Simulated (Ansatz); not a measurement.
The starting structures come from a database of crystals and need not be the phases stable at ambient conditions.

The decay constant κ of evanescent states in the gap governs leakage through a thin film.

Given:

```
CELL_PARAMETERS angstrom
      5.23849     0.00000     0.00000
      0.39079     5.56537     0.00000
     -2.42385     2.78269     5.77437
ATOMIC_POSITIONS crystal
  La 0.12057 0.62943 0.74114
  La 0.87943 0.37057 0.25886
  Nb 0.64547 0.10453 0.79094
  Nb 0.35453 0.89547 0.20906
  O  0.91658 0.27093 0.93542
  O  0.08342 0.72907 0.06458
  O  0.51884 0.79365 0.93542
  O  0.48116 0.20635 0.06458
  O  0.30405 0.35669 0.58838
  O  0.69595 0.64331 0.41162
  O  0.78433 0.05493 0.58838
  O  0.21567 0.94507 0.41162
```

Space group of this cell: C2/c. The cell is taken as given; by PBEsol its mean pressure is -5.6 GPa.

Transport runs along the normal of the first two printed cell vectors.

The gap is the functional's own, uncorrected, and κ follows it; spin-orbit coupling is left out. Mid-gap values are interpolated between the computed energies.

Q: State the band gap and the smallest decay constant κ at mid-gap according to PBEsol in Ansatz (a quantum-chemistry and plane-wave program).

A: Gap 3.63 eV on a 6×6×6 mesh; κ = 0.417 1/Å, at the zone centre.
